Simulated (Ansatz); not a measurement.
Electronic density of states of amorphous Si28Te28, density 4.74 g/cm³, on a 2×2×2 Γ-centred mesh with a Gaussian width of 0.1 eV; energies count from the Fermi level, whose place inside the gap is arbitrary. Cell and mesh are small, so fine structure isn't converged. The numbers are results of PBE-D3(BJ), scalar-relativistic without spin-orbit coupling, PAW (Ansatz default set, large-core Te) (plane waves to 420 eV; Ansatz, a program for electronic structure), not measurements. Sampling: a 2×2×2 Γ-centred mesh; Fermi-Dirac width 0.05 eV; no spin polarisation. So small a spacing is near the smearing width and the bands' dispersion over the mesh, so it is a value of this cell and mesh.

Preparation: random packing, a CHGNet melt and quench, and a DFT relaxation. The hot cell started wider than the set density and was brought back towards it in steps. It is the lowest in DFT energy of 2 quenches. It is a model cell: composition and starting density were chosen by hand, and all elements were melted together. The geometry includes D3(BJ) dispersion. Its density started from a set value of 4.59 and ended at 4.74 g/cm³. The simulated quench (nominally 83 K/ps over its main leg) is rapid and tends to freeze in more defects than a deposited or slowly cooled glass has. One small periodic cell is one sample of the glass; other quenches scatter about these values. The volume was free in the relaxation, at fixed shape. Stress components on the final sampling reach 1.4 GPa. On a 2×2×2 Γ-centred mesh force components of up to 0.16 eV/Å stay, since the relaxation ran on one k-point at (1/4, 1/4, 1/4).

(E - EF (eV), states/(eV atom)): (-12.00, 0.45); (-11.90, 0.53); (-11.80, 0.54); (-11.70, 0.53); (-11.60, 0.51); (-11.50, 0.53); (-11.40, 0.42); (-11.30, 0.36); (-11.20, 0.29); (-11.10, 0.25); (-11.00, 0.36); (-10.90, 0.47); (-10.80, 0.36); (-10.70, 0.25); (-10.60, 0.27); (-10.50, 0.18); (-10.40, 0.04); (-10.30, 0.01); (-10.20, 0.04); (-10.10, 0.12); (-10.00, 0.18); (-9.90, 0.20); (-9.80, 0.21); (-9.70, 0.24); (-9.60, 0.20); (-9.50, 0.15); (-9.40, 0.19); (-9.30, 0.23); (-9.20, 0.25); (-9.10, 0.20); (-9.00, 0.19); (-8.90, 0.23); (-8.80, 0.21); (-8.70, 0.23); (-8.60, 0.19); (-8.50, 0.16); (-8.40, 0.18); (-8.30, 0.20); (-8.20, 0.17); (-8.10, 0.22); (-8.00, 0.25); (-7.90, 0.19); (-7.80, 0.23); (-7.70, 0.24); (-7.60, 0.19); (-7.50, 0.26); (-7.40, 0.24); (-7.30, 0.21); (-7.20, 0.19); (-7.10, 0.16); (-7.00, 0.17); (-6.90, 0.21); (-6.80, 0.24); (-6.70, 0.22); (-6.60, 0.19); (-6.50, 0.23); (-6.40, 0.25); (-6.30, 0.24); (-6.20, 0.22); (-6.10, 0.24); (-6.00, 0.25); (-5.90, 0.21); (-5.80, 0.19); (-5.70, 0.18); (-5.60, 0.12); (-5.50, 0.16); (-5.40, 0.22); (-5.30, 0.27); (-5.20, 0.33); (-5.10, 0.37); (-5.00, 0.45); (-4.90, 0.51); (-4.80, 0.51); (-4.70, 0.51); (-4.60, 0.51); (-4.50, 0.56); (-4.40, 0.59); (-4.30, 0.61); (-4.20, 0.58); (-4.10, 0.52); (-4.00, 0.57); (-3.90, 0.63); (-3.80, 0.64); (-3.70, 0.62); (-3.60, 0.63); (-3.50, 0.66); (-3.40, 0.72); (-3.30, 0.71); (-3.20, 0.66); (-3.10, 0.66); (-3.00, 0.69); (-2.90, 0.67); (-2.80, 0.68); (-2.70, 0.66); (-2.60, 0.63); (-2.50, 0.65); (-2.40, 0.68); (-2.30, 0.65); (-2.20, 0.62); (-2.10, 0.60); (-2.00, 0.57); (-1.90, 0.60); (-1.80, 0.68); (-1.70, 0.73); (-1.60, 0.67); (-1.50, 0.61); (-1.40, 0.62); (-1.30, 0.54); (-1.20, 0.50); (-1.10, 0.54); (-1.00, 0.62); (-0.90, 0.58); (-0.80, 0.48); (-0.70, 0.44); (-0.60, 0.43); (-0.50, 0.43); (-0.40, 0.46); (-0.30, 0.48); (-0.20, 0.45); (-0.10, 0.28); (0.00, 0.13); (0.10, 0.17); (0.20, 0.22); (0.30, 0.27); (0.40, 0.29); (0.50, 0.33); (0.60, 0.35); (0.70, 0.38); (0.80, 0.44); (0.90, 0.50); (1.00, 0.55); (1.10, 0.50); (1.20, 0.51); (1.30, 0.58); (1.40, 0.53); (1.50, 0.51); (1.60, 0.56); (1.70, 0.57)

The gap on this mesh is 0.10 eV; the broadening fills part of it in the curve.
